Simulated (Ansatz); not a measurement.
Take Al in the fcc (Cu type) structure (space group Fm-3m, No. 225; relaxed with 0.1 eV smearing) as the base.

```yaml
crystal:
  lattice:
    - [0.00000, 2.00773, 2.00773]
    - [2.00773, 0.00000, 2.00773]
    - [2.00773, 2.00773, 0.00000]
  atoms:
    - { symbol: Al, position: [0.00000, 0.00000, 0.00000] }
```

Calculations: PBEsol, PAW, 420 eV (Ansatz, a first-principles code; no spin-orbit coupling).

Strains are applied to the cell and any free atomic positions relax.

One change was made to it. Results:

| quantity | base | after |
|---|---|---|
| energy relative to the base (free energy F) | 0 meV/atom | +16 meV/atom |
| pressure | 0.0 GPa | 5.7 GPa |

Question: Which change produced these results?
A. isotropic strain +2.50 %
B. isotropic strain −3.00 %
C. isotropic strain +3.00 %
D. isotropic strain +1.00 %
E. isotropic strain −2.00 %

Answer: E, isotropic strain −2.00 %. For comparison, the energy relative to the base in the other runs: isotropic strain +3.00 % gives +30 meV/atom; isotropic strain +2.50 % gives +21 meV/atom; isotropic strain −3.00 % gives +37 meV/atom; isotropic strain +1.00 % gives +3.6 meV/atom.

No phonon test of stability was made.
